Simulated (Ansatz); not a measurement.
Candidates (primitive cells; geometry: cell and atoms relaxed with PBEsol):
A. GaAs (F-43m), a = 4.0013 Å, b = 4.0013 Å, c = 4.0013 Å, α = 60.00°, β = 60.00°, γ = 60.00°
B. Na3P (P6_3/mmc), a = 4.9247 Å, b = 4.9247 Å, c = 8.7707 Å, α = 90.00°, β = 90.00°, γ = 120.00°
C. SnO₂ (P4_2/mnm), a = b = 4.7691 Å, c = 3.2121 Å, α = β = γ = 90.00°
D. MgS (Fm-3m), a = b = c = 3.6641 Å, α = β = γ = 60.00°
E. GaP (F-43m), a = b = c = 3.8456 Å, α = β = γ = 60.00°

Question: Rank these by Seebeck coefficient, n-type 1e19 cm⁻³ (highest first), as Ansatz (a first-principles code) with PBEsol, rigid bands gives it.

Answer: A (-33 μV/K), B (-65 μV/K), C (-110 μV/K), D (-261 μV/K), E (-332 μV/K)

Seebeck coefficients are for the stated density at 300 K, with one relaxation time for all states and whether or not that doping can be reached. Spin-orbit coupling is left out.

Formula and space group known from diffraction (Crystallography Open Database), not checked to be the room-temperature form: Na3P (P6_3/mmc).
